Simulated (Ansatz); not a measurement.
Take ZrO2 (space group P4_2/nmc, No. 137; a = 3.621 Å, c = 5.284 Å) as the base.

Structures relaxed with PBE (Ansatz, an electronic-structure program, PAW, spin-orbit coupling left out), earlier PAW set.

Base:

Simulated powder pattern, Cu Kα1, λ = 1.54056 Å (kinematic, ideal powder, no thermal factors, no anomalous dispersion; the 10 strongest lines at most, above 2 %, up to 2θ = 90°):

```csv
2θ (°),I/Imax (%),hkl
29.89,100,(101)
33.90,9.4,(002)
35.02,13,(110)
49.53,37,(112)
50.36,20,(200)
58.20,15,(103)
59.67,27,(211)
62.10,7.5,(202)
73.98,5.7,(220)
80.51,12,(213)
```

After one change:

Simulated powder pattern, Cu Kα1, λ = 1.54056 Å (kinematic, ideal powder, no thermal factors, no anomalous dispersion; the 10 strongest lines at most, above 2 %, up to 2θ = 90°):

```csv
2θ (°),I/Imax (%)
29.95,100
34.00,9.3
35.07,13
49.65,37
50.43,20
58.37,15
59.77,27
62.23,7.4
74.10,5.7
80.71,12
```

### Question
Which change produced these results?
A) pressure 4.5 GPa
B) pressure 0.9 GPa
C) pressure −1 GPa
D) pressure 2.1 GPa

### Answer
B, pressure 0.9 GPa. Its volume per atom is 11.48 Å³ against 11.55 Å³, and its space group is P4_2/nmc (No. 137).

Load acts through the strain it causes; cell and atoms are relaxed under it. Stability against distortions was not tested. This is not the structure that ZrO2 has at room temperature and ambient pressure.
